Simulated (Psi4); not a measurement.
Psi4 1.11, CCSD(T)/cc-pvdz, cc_type conv, scf_type pk, freeze_core True: cluster of 3 water molecules, 9 atoms. The geometry is a generated start, not checked to be a minimum at this level.

```python
memory 32 GB

molecule mol {
0 1
O      0.78465000     0.23580000     0.90321000
H      0.84165000    -0.05880000     1.81228000
H      1.38680000    -0.33643000     0.42739000
O      0.79258000     0.24282000    -2.19711000
H      0.56842000    -0.67585000    -2.34626000
H      1.58296000     0.21240000    -1.65783000
O     -2.35856000     0.17394000     0.91291000
H     -1.91893000    -0.63900000     1.16252000
H     -1.67955000     0.84512000     0.98290000
}

set {
  basis cc-pvdz
  cc_type conv
  scf_type pk
  freeze_core true
  qc_module ccenergy
}

energy('ccsd(t)')
print_variables()
```

```bash
OMP_NUM_THREADS=32 psi4 -n 32 -o stdout input.dat
```

The program reports basis functions: 72.

Hardware: AMD EPYC (Zen 5), 96 cores on 1 socket, no SMT, 12 L3 cache groups; 94 cores' worth of CPU time may be used.

On 32 threads this takes 5.2 s. Times are wall-clock medians of two to five runs, from launch to exit, with nothing else on the machine. Processes are pinned to neighbouring cores unless said otherwise. The times hold for this build (conda-forge: OpenMP (LLVM), MKL, Libint2). Scratch files lie in a memory file system.

Make this run faster without changing its result beyond 1.0 meV/atom in energy. Keep to 32 cores.

One answer among several that fit: going from cc_type = conv, scf_type = pk, qc_module = ccenergy to cc_type = df, scf_type = df, qc_module = occ, one of the fastest of the measured ones that keep the result.

```diff
-  cc_type conv
-  scf_type pk
+  cc_type df
+  scf_type df
-  qc_module ccenergy
+  qc_module occ
```

Time: 5.2 s to 2.3 s (2.3× as fast). The largest move is in the correlated step: 2.3 s to 1.1 s. What the program resolved moves too: JK builder from DiskJK to DiskDFJK. These two results differ by: energy 0.89 meV/atom. Others tried: cc_type = df, scf_type = df, qc_module = not set (2.4 s); cc_type = cd, scf_type = cd, qc_module = not set (2.8 s); cc_type = conv, scf_type = pk, qc_module = fnocc (4.1 s). Launch, exit and the like take 0.85 s of the 2.3 s.
